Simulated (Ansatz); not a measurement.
CaC2 (R-3m, No. 166; start mp-1227257), treated with G0W0@PBEsol in Ansatz (plane waves, hard PAW, contour deformation).

The same calculation (at the PBEsol cell, 16.443 Å³/atom) with different numerical settings; throughout: k mesh 2×2×2:

| run | response cutoff (eV) | empty bands | quasiparticle gap on the mesh (eV) | quasiparticle gap at Γ (eV) | rough time |
|---|---|---|---|---|---|
| 1 | 100 | 206 | 4.254 | 6.036 | 8 core-s |
| 2 | 150 | 378 | 4.338 | 6.076 | 20 core-s |
| 3 | 200 | 582 | 4.387 | 6.093 | 70 core-s |
| 4 | 250 | 813 | 4.416 | 6.101 | 3 core-min |
| 5 | 300 | 1069 | 4.435 | 6.105 | 4 core-min |
| 6 | 400 | 1646 | 4.454 | 6.107 | 7 core-min |

In the column quasiparticle gap on the mesh (eV) the first row differs from the last by -0.200 and the next to last by -0.019.

The last row is no converged limit: other settings stay fixed.

A start named mp-… is a Materials Project structure, which can be a computed phase never made.

Ansatz is a program for electronic structure.
